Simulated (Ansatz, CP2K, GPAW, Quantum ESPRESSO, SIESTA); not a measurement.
Code comparison for SrZnIn3 (I4mm, 5 atoms in the cell)

Self-consistent single point, at a second geometry (lattice scaled by 0.98). First geometry:

```
SrZnIn3
1.0
   -2.33755     2.33755     6.12101
    2.33755    -2.33755     6.12101
    2.33755     2.33755    -6.12101
Sr Zn In
1 1 3
Cartesian
  0.00000   0.00000   0.05852
  0.00000   0.00000   7.51623
  0.00000   2.33755   2.96232
  2.33755   0.00000   2.96232
  0.00000   0.00000   4.86375
```

Shared settings, as Ansatz (a quantum-chemistry and plane-wave program) writes them: kpoints.mp_grid.grid = 5 5 5; scf.occupations.method = fermi_dirac; scf.occupations.width = 0.1 eV. Potentials and cutoffs stand in the table.

| code | model | ΔF from the first geometry (meV/atom) | pressure (GPa) | largest force (eV/Å) | cutoff |
|---|---|---|---|---|---|
| SIESTA | LDA PW92, numerical atomic orbitals DZP, PseudoDojo LDA standard norm-conserving potentials (rewritten from UPF to PSML) | -19.2 | -0.57 | 0.150 | grid 350 Ry |
| Ansatz | LDA (PW92), PAW files made with PBE | -30.6 | -1.97 | 0.037 | default |
| Quantum ESPRESSO | LDA (PZ), GBRV 1.5 ultrasoft (LDA) pseudopotentials | -30.7 | -2.17 | 0.034 | 50 Ry |
| GPAW | LDA (Perdew-Wang 92), GPAW PAW datasets LDA (gpaw-data 1.0.1) | -32.4 | -2.15 | 0.029 | 800 eV |
| CP2K | LDA (Pade form), GPW, DZVP-MOLOPT-SR-GTH basis, GTH-PADE potentials (GTH_POTENTIALS) | -26.6 | -1.49 | 0.033 | grid 600 Ry |

Size of the force on each atom (eV/Å): Sizes of forces hide their directions.

```json
[
 {"code": "SIESTA", "Sr1": "0.092", "Zn2": "0.150", "In3": "0.031", "In4": "0.031", "In5": "0.004"},
 {"code": "Ansatz", "Sr1": "0.033", "Zn2": "0.020", "In3": "0.037", "In4": "0.037", "In5": "0.020"},
 {"code": "Quantum ESPRESSO", "Sr1": "0.033", "Zn2": "0.014", "In3": "0.034", "In4": "0.034", "In5": "0.021"},
 {"code": "GPAW", "Sr1": "0.029", "Zn2": "0.027", "In3": "0.024", "In4": "0.024", "In5": "0.007"},
 {"code": "CP2K", "Sr1": "0.030", "Zn2": "0.018", "In3": "0.033", "In4": "0.033", "In5": "0.018"}
]
```

The spread over the programs that give each value: ΔF from the first geometry within 13.2 meV/atom; pressure within 1.60 GPa; largest force within 0.121 eV/Å.

SIESTA and CP2K use small atom-centred bases, whose incompleteness enters pressures, forces and empty levels differently from a plane-wave cutoff. Ansatz's pressure is given at a fixed set of plane waves, as the other plane-wave codes print theirs. The same LDA comes in different parametrisations, which differ slightly. In the pressure, SIESTA (by 1.58) lies more than 1 GPa from the median of the plane-wave programs. In the force vectors, SIESTA (by 0.129) lies more than 0.08 eV/Å from the median of the plane-wave programs.

The starting cell comes from a database of computed structures (which also holds hypothetical and non-ambient phases and stackings), without a prior relaxation at this level. Its lattice was rescaled by a random factor within 2.5 % of one. For this run, on top of that: lattice scaled by 0.98.

Keys are those of Ansatz 0.2.
